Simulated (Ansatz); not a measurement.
Effect of pressure 9 GPa on ZnSiP2

Base system: ZnSiP2 in the chalcopyrite structure (space group I-42d, No. 122; a = 5.419 Å, c = 10.540 Å).

Perturbation: a hydrostatic pressure of 9 GPa.

All numbers come from PBE/PAW in Ansatz (a first-principles code), scalar-relativistic without spin-orbit coupling. Settings: 9×9×9 k-points, 0.05 eV Fermi–Dirac smearing.

- Volume per atom: 17.72 Å³ (base 19.34 Å³)
- Density: 3.64 g/cm³ (base 3.34 g/cm³)
- Lattice parameter a: 5.261 Å (base 5.419 Å)
- c/a ratio: 1.947 (base 1.945)
- Shortest interatomic distance: 2.214 Å (base 2.272 Å)
- Band gap: 1.14 eV (base 1.36 eV)
- Gap character: direct at Γ (base direct at Γ)
- Mean gap deformation potential ΔEg/Δln V: +2.4 eV
- Electron mass: 1.3 mₑ along c, 0.24 mₑ across (at Γ) (base 1.5 mₑ along c, 0.26 mₑ across (at Γ))
- Hole mass: 0.19 mₑ along c, 0.35 mₑ across (at Γ) (base 0.16 mₑ along c, 0.40 mₑ across (at Γ))
- Valence-band top at Γ (three highest levels, from the VBM): 0.00, -0.14, -0.14 eV (base 0.00, -0.13, -0.13 eV)

Load acts through the strain it causes; cell and atoms are relaxed under it. Effective masses come from finite differences of ±0.01 Å⁻¹. No phonon test of stability was made. Competing high-pressure phases were not computed.
